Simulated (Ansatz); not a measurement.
For MgO (P6₃mc, No. 186, 4 atoms in the cell; start mp-549706; a measured phase of this formula has another space group), LDA (Ansatz, a quantum-chemistry and plane-wave program, plane waves, PAW) gives:

```
Item                        Value
-------------------  ------------
lattice parameter a       3.276 Å
c axis length             4.901 Å
cohesive energy      5.70 eV/atom
band gap                  3.54 eV
```

### Question
What does r²SCAN (PAW; Ansatz) give for the same quantities?

### Answer

- lattice constant a: 3.289 Å (rises by 0.4 %)
- lattice parameter c: 5.032 Å (grows by 2.7 %)
- cohesive energy: 5.13 eV/atom (decreases by 0.57 eV/atom)
- band gap: 4.22 eV (rises by 0.68 eV)

Changes are worked out from the printed values.

Unless a cell is named, each level is at its own relaxed cell (LDA 11.38, r²SCAN 11.78 Å³/atom).

Density-functional gaps are differences of (generalised) Kohn–Sham levels.

Caveats: the relaxation could not lower the start's symmetry, so the cell can be a saddle point above a distorted one (LDA, r²SCAN). Ansatz's density-functional and Hartree–Fock values are scalar-relativistic unless marked +SOC, with PAW data made under PBE.

A start named mp-… is a Materials Project structure, which need not be a measured phase.
